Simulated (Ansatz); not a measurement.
The starting structures come from a database of crystals and need not be the phases stable at ambient conditions.

```
ScF3
1.0
    9.03075     0.00000     0.00000
   -3.60825     8.27858     0.00000
    0.00225     3.94197     0.88156
Sc F
1 3
Direct
  0.00000   0.00000   0.00000
  0.50000   0.99807   0.00579
  0.00193   0.00579   0.48842
  0.99807   0.49614   0.00579
```

Space group of this cell: R32. The cell is taken as given; by r2SCAN its mean pressure is -0.7 GPa.

Transport runs along the normal of the first two printed cell vectors, the (111) plane of the conventional cell.

The gap is the functional's own. No spin-orbit coupling. Mid-gap values are interpolated on the energy grid.

### Question
State the band gap and the smallest decay constant κ at mid-gap according to r2SCAN run with Ansatz (a first-principles code).

### Answer
Gap 6.94 eV on a 32×32×32 mesh; κ = 0.526 1/Å, at the zone centre.
